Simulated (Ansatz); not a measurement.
Here is the system:

```yaml
crystal:
  lattice:
    - [3.44371, 0.00000, 0.00000]
    - [-1.72186, 2.98234, 0.00000]
    - [0.00000, 0.00000, 5.34743]
  atoms:
    - { symbol: Lu, position: [0.33333, 0.66667, 0.25000] }
    - { symbol: Lu, position: [0.66667, 0.33333, 0.75000] }
```

Calculation: PBEsol, rigid bands (plane waves, PAW, scalar-relativistic; Ansatz, a program for electronic structure). Geometry: cell and atoms relaxed with PBEsol.

### Question
For narrow interconnects the product ρ₀λ of bulk resistivity and mean free path ranks metals, the lower the better. What is it here?

### Answer
13.6 (x), 13.6 (y), 5.8 (z) ×10⁻¹⁶ Ω·m².

### Question
And the Drude plasma energy and the root-mean-square Fermi velocity at 300 K?

### Answer
3.7 (x), 3.7 (y), 5.5 (z) eV; 3.6e5 m/s.

A metal at this level (no band gap); rigid bands, thermally averaged at 300 K, both spins. Spin-orbit coupling is left out, which matters with elements this heavy. τ is one relaxation time for all states; the product of resistivity and mean free path takes one path for all states instead.
